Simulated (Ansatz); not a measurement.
Candidates (primitive cells; geometry: cell and atoms relaxed with PBEsol):
A. SrC$_{2}$ (I4/mmm), a = b = c = 4.4241 Å, α = β = 125.52°, γ = 80.68°
B. SrO (Fm-3m), a = b = c = 3.6221 Å, α = β = γ = 60.00°
C. SrTiO$_{3}$ (Pm-3m), a = b = c = 3.8911 Å, α = β = γ = 90.00°

### Question
Put the candidates in order of band gap, highest first, for PBEsol, rigid bands (Ansatz, a first-principles code).

### Answer
B (3.20 eV), C (1.85 eV), A (1.42 eV)

Spin-orbit coupling is left out.

Formula and space group known from diffraction (Crystallography Open Database), not checked to be the room-temperature form: SrC2 (I4/mmm).
